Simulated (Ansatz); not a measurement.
Cell and atoms of amorphous Si24O36N8:

```
N2O9Si6
1.0
    9.95476     0.17200     0.32938
    0.17200     9.80495    -0.05832
    0.32938    -0.05832    10.08528
Si O N
24 36 8
Direct
  0.96120   0.08390   0.82087
  0.84166   0.02227   0.09142
  0.40737   0.52034   0.12701
  0.65978   0.51321   0.13830
  0.40276   0.08899   0.65129
  0.64702   0.13601   0.50143
  0.48617   0.30797   0.30852
  0.21337   0.24529   0.82909
  0.61974   0.81647   0.13426
  0.77870   0.27136   0.24737
  0.14689   0.02292   0.15925
  0.92862   0.58537   0.60794
  0.67372   0.79676   0.57137
  0.50229   0.86391   0.84540
  0.12947   0.56280   0.81064
  0.33667   0.26451   0.07717
  0.19591   0.65365   0.54362
  0.48783   0.64874   0.38131
  0.97083   0.87231   0.57065
  0.49254   0.93439   0.38945
  0.89054   0.27834   0.62255
  0.26548   0.74990   0.00107
  0.31649   0.11557   0.38555
  0.00054   0.12310   0.41260
  0.89608   0.23210   0.77657
  0.21786   0.16107   0.11885
  0.36968   0.77147   0.87295
  0.34265   0.67229   0.11748
  0.42301   0.03023   0.27410
  0.94335   0.97315   0.44625
  0.10437   0.12873   0.87818
  0.77705   0.17218   0.11547
  0.74104   0.91692   0.16496
  0.15563   0.06484   0.33376
  0.14314   0.39837   0.83418
  0.91778   0.21791   0.31674
  0.54228   0.49051   0.02635
  0.47933   0.25542   0.14757
  0.43988   0.00331   0.78320
  0.21531   0.89126   0.08145
  0.55973   0.87662   0.99505
  0.97919   0.59988   0.76033
  0.69536   0.67017   0.10506
  0.28162   0.42162   0.11301
  0.61441   0.80508   0.72976
  0.27244   0.19205   0.68406
  0.85039   0.43995   0.60260
  0.53059   0.18503   0.61425
  0.23918   0.60397   0.68985
  0.33028   0.65136   0.44302
  0.12449   0.80738   0.55095
  0.97384   0.97157   0.70083
  0.58925   0.67098   0.50379
  0.87027   0.00310   0.93200
  0.06638   0.56230   0.50650
  0.03205   0.22171   0.53834
  0.14852   0.65626   0.94409
  0.78534   0.17526   0.56381
  0.98833   0.00433   0.15706
  0.34601   0.24789   0.91687
  0.63719   0.95220   0.48228
  0.34065   0.28022   0.39269
  0.36482   0.00029   0.50848
  0.63742   0.23520   0.35912
  0.84754   0.74554   0.57389
  0.50338   0.50177   0.27413
  0.78367   0.42913   0.19618
  0.52140   0.79089   0.28600
```

Methods: PBE, scalar-relativistic without spin-orbit coupling (Ansatz, a program for electronic structure); r2SCAN, scalar-relativistic without spin-orbit coupling (Ansatz); HSE06, scalar-relativistic without spin-orbit coupling (Ansatz). Neutral PBE cell, which sets geometry, pressure and energy: sampling: a 2×2×2 Γ-centred mesh; Fermi-Dirac width 0.02 eV; no spin polarisation. Exact exchange is cut at the faces of this 10 Å cell, which leaves hybrid gaps a finite-size error.

It comes from a melt-quench run on a machine-learned potential (CHGNet), relaxed afterwards by DFT. O and N atoms were pushed apart under 1.9 Å during the dynamics, to hinder bonds among them. The hot cell started wider than the set density and was brought back towards it in steps. It is the lowest in DFT energy of 2 quenches. It is a model cell: composition and starting density were chosen by hand, and all elements were melted together. No dispersion term was used. A short ab initio anneal came between quench and relaxation. Its density started from a set value of 2.36 and ended at 2.30 g/cm³. The quench (nominally 600 K/ps over its main leg) was far faster than any real one, so the model tends to hold more defects than a real film. A cell of this size samples the disorder only roughly. Volume and shape were free in the relaxation.

Question: Give the pressure and the spacing of the highest filled and lowest empty levels.

Answer: 
```yaml
Pressure on a 2×2×2 Γ-centred mesh: 0.07 GPa
Largest force and stress component on that mesh (the relaxation ran on the zone centre alone): 0.03 eV/Å and 0.1 GPa
Level gap on a 2×2×2 Γ-centred mesh (PBE): 3.29 eV
Level gap at the zone centre (PBE): 3.30 eV
Level gap at the zone centre (r2SCAN): 3.84 eV
Level gap at the zone centre (HSE06): 4.75 eV
Distance between the nearest levels spread over more than a fifth of the atoms or a third of the atoms of their main element (six at least) (PBE, zone centre): 4.19 eV
```

Question: At PBE and the zone centre, how localised are the states just below and above the Fermi level (participation number: the atoms over which a state spreads)?

Answer: The highest filled state is spread over 2.1 atoms' worth, largest on N67, with weights by element (charge in smoothed Voronoi cells) N 0.78, Si 0.13, O 0.09. The lowest empty state is spread over 52.9 atoms' worth, largest on Si11, with weights by element (charge in smoothed Voronoi cells) O 0.49, Si 0.37, N 0.14.

At PBE the levels at the filled edge of the gap are localised (band-tail or defect states), and the nearest spread-out levels lie 4.2 eV apart at the zone centre.

Cut-offs for bonds: Si-Si 2.60 Å, Si-O 1.96 Å, Si-N 2.20 Å, O-O 1.58 Å, O-N 1.64 Å, N-N 1.70 Å. Two cations that share two anions don't count as bonded, nor two that share one unless they lie closer than Si-Si 2.38 Å.

Added carriers, by Ansatz with PBE, scalar-relativistic without spin-orbit coupling on the zone centre alone. Charged cells keep the cell fixed and stand in a uniform background, with no image correction, at a width of 0.01 eV; where the count is odd the moment is locked at 1 μB, unless the neutral cell bore moments. Each starts from the undistorted neutral geometry alone. PBE's self-interaction favours spread-out carriers, so it can miss traps that a hybrid finds.

Question: What happens at PBE when the cell takes an extra electron and the atoms relax?

Answer: Relaxation lowers the charged cell by 1.22 eV. The largest moves are O40 0.70 Å, O34 0.52 Å, Si11 0.45 Å, O27 0.42 Å. The level that holds the added charge spreads over 3.0 atoms' worth, most on Si11 (weight 0.56): a localised (trapped) carrier, which neighbours of that atom can share. Bonds broken: Si11-O34. Made neutral again at that geometry, the cell lies +1.95 eV from the neutral start (a closed shell was imposed there, with levels 0.11 eV apart, so this is an upper bound).

Question: What happens at PBE when the cell takes a hole and the atoms relax?

Answer: Relaxation lowers the charged cell by 0.26 eV. The largest moves are N67 0.09 Å, Si10 0.08 Å, Si4 0.08 Å, O43 0.05 Å. The level that was emptied spreads over 2.4 atoms' worth, most on N67 (weight 0.63): a localised (trapped) carrier, which neighbours of that atom can share. No bond crosses its cut-off with a change of over 0.15 Å. Made neutral again at that geometry, the cell lies +0.32 eV from the neutral start.

A PBE run started with 1 μB on atoms that lack a bond or may hold spare charge lost its moments; other starts weren't tried.
